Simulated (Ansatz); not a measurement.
Take SiC (space group P6_422, No. 181; a = 3.066 Å, c = 7.031 Å; a hypothetical phase, not in the database extracts checked) as the base. Axes: x lies along a and z along c of the hexagonal cell.

Now apply this change: biaxial strain +3.65 %, plane normal [001], relaxed out of plane (Cartesian); in-plane vectors clamped, the third vector and the atoms free.

Levels (all Ansatz, a first-principles code, PAW): PBEsol (420 eV, scalar-relativistic without spin-orbit coupling); r2SCAN (500 eV, scalar-relativistic without spin-orbit coupling); HSE06 (420 eV, scalar-relativistic without spin-orbit coupling).

One geometry, relaxed with PBEsol, under each level:

```csv
level,band gap,lowest conduction level above the VBM at special points,pressure
PBEsol,0.89 eV,M 0.89 eV; L 1.66 eV; A 2.07 eV; Γ 2.52 eV,-10.68 GPa
r2SCAN,(withheld),(withheld),(withheld)
HSE06,1.78 eV,M 1.78 eV; L 2.56 eV; A 3.04 eV; Γ 3.52 eV,–
```

Q: Give the withheld r2SCAN results.

A: 
- r2SCAN, band gap: 1.27 eV
- r2SCAN, lowest conduction level above the VBM at special points: M 1.27 eV; L 2.04 eV; A 2.48 eV; Γ 2.96 eV
- r2SCAN, pressure: -9.57 GPa

Single points use the geometry relaxed with PBEsol. Their cutoffs differ, which shifts pressures a little. HSE06 gaps are upper bounds (no full band path). Stability against distortions was not tested. The base started in P3_121 and relaxed to P6_422 at this level.
